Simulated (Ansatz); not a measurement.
Worked sum: surface energy of the Si(111) slab with 2 F, the mean of its two faces, with the listed reservoirs for the atoms in excess

This concerns the surface energy of the Si(111) slab with 2 F, the mean of its two faces, with the listed reservoirs for the atoms in excess. Reaction: 8 Si (diamond) + F2 (gas) → cell A.

A: a slab of Si (diamond, Fd-3m) cut along (111), 10 atoms, hexagonal cell of 3.87 Å (13.0 Å²), symmetry P-3m1 within 0.02 Å, 13.4 Å thick under 16 Å of vacuum, in-plane vectors held at the crystal's; planes from bottom to top: F | Si × 8 | F; added, foreign or displaced atoms, above the top plane and below the bottom plane: two times F bound to 1 Si at 1.62 Å; spin state with PBE: run without spin.

Method: Ansatz (an electronic-structure program), PAW, neutral cells at 0 K with nuclei at rest, on structures from PBE. Ansatz runs with its PAW set soft_1. Other levels take these structures. The lattices are those relaxed with PBE, so at other levels the solids can be strained, which adds to the spread. A dispersion term (D3(BJ), or D4 for r2SCAN) was computed beside these levels and is taken off wherever the name lacks it. Space groups of crystals are read within 0.01 Å. Cell A has symmetry P-3m1 within 0.02 Å and got no random move, so less symmetric positions, which may lie lower, weren't tried.

Total energies of the cells in eV, at zero smearing width. They compare only within one column; the weights balance every element.

| cell | atoms | weight | PBE | PBE+D3(BJ) |
|---|---|---|---|---|
| A: Si(111) slab with 2 F | 10 | +1 | -6704.64412 | -6706.83781 |
| Si (diamond) | 2 | −4 | -1271.62209 | -1272.23755 |
| F2 (gas) | 2 | −1 | -1611.20111 | -1611.20569 |

PBE: (-6704.64412) − 4 × (-1271.62209) − (-1611.20111) = -6.9546 eV; dividing by 2 × 12.955 Å² and converting at 16.022 J/m² per eV/Å² gives -4.30 J/m².

PBE+D3(BJ): (-6706.83781) − 4 × (-1272.23755) − (-1611.20569) = -6.6819 eV; dividing by 2 × 12.955 Å² and converting at 16.022 J/m² per eV/Å² gives -4.13 J/m².
